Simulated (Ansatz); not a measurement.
End structure of a constructed model of the (111) surface of fcc Ni, ferromagnetic, p(2x2), one Ni adatom (bottom of the slab: a bare face, its two planes held):

```xyz
25
Lattice="4.9771 0.0000 0.0000 -2.4886 4.3103 0.0000 0.0000 0.0000 28.5000" Properties=species:S:1:pos:R:3 pbc="T T T"
Ni    -1.2443     3.5919     8.0867
Ni     0.0000     1.4368     8.0867
Ni     1.2443     3.5919     8.0867
Ni     2.4886     1.4368     8.0867
Ni     0.0000     2.8736    10.1187
Ni     1.2443     0.7184    10.1187
Ni     2.4886     2.8736    10.1187
Ni     3.7329     0.7184    10.1187
Ni     1.2443     2.1552    12.1442
Ni     2.4884    -0.0001    12.1501
Ni    -1.2443     2.1554    12.1501
Ni     0.0002    -0.0001    12.1501
Ni     2.4863     1.4381    14.1793
Ni     1.2443     3.5894    14.1793
Ni     0.0022     1.4381    14.1793
Ni    -1.2443     3.5919    14.1917
Ni     3.7329     0.7184    16.2014
Ni     2.4819     2.8697    16.2211
Ni     1.2443     0.7261    16.2211
Ni     0.0067     2.8697    16.2211
Ni    -0.0249     0.0144    18.2287
Ni    -1.2443     2.1264    18.2287
Ni     2.5135     0.0144    18.2287
Ni     1.2443     2.1552    18.2977
Ni    -1.2443     3.5919    19.9971
```

Slab: 25 atoms, 12.3 Å thick at the start; k 9x9x1, smearing 0.1 eV, dipole-corrected; 8 atoms held, the rest relaxed; held to the start's symmetry, so lower structures may exist; spin-polarised, ending with about 16.5 μB a cell; orders that need a larger cell were not tried, no spin-orbit, no U. It is one candidate, not shown to be the stable structure of the face.

Q: Predict the work function of the top face from Ansatz (a program for electronic structure) with PBE.

A: 3.76 eV
